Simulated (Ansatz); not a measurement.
The parent structure is Hf in the hcp (Mg type) structure (space group P6_3/mmc, No. 194; a = 3.117 Å, c = 4.950 Å; relaxed with 0.1 eV smearing). Axes: x lies along a and z along c of the hexagonal cell.

Calculations: LDA (Ansatz, an electronic-structure program; PAW; 420 eV plane waves; scalar-relativistic without spin-orbit coupling).

For the base:

```
Item                            Result
-----------------------------  -------
Pressure                       0.0 GPa
Shortest interatomic distance  3.060 Å
Band gap                          zero
```

It is then changed as follows: uniaxial strain ε_zz = +1.50 %, all other strain components held at zero, atoms relaxed at fixed cell.

### Question
Estimate the effect on the energy relative to the base, pressure, shortest interatomic distance and band gap.

### Answer
The energy increases by 3.0 meV/atom; the pressure (mean of the normal stresses, compression positive) goes from zero to -1.8 GPa; the shortest interatomic distance increases by 0.030 Å to 3.090 Å; the band gap remains zero.

Whether these cells are dynamically stable was not tested. All final runs are without spin polarisation.
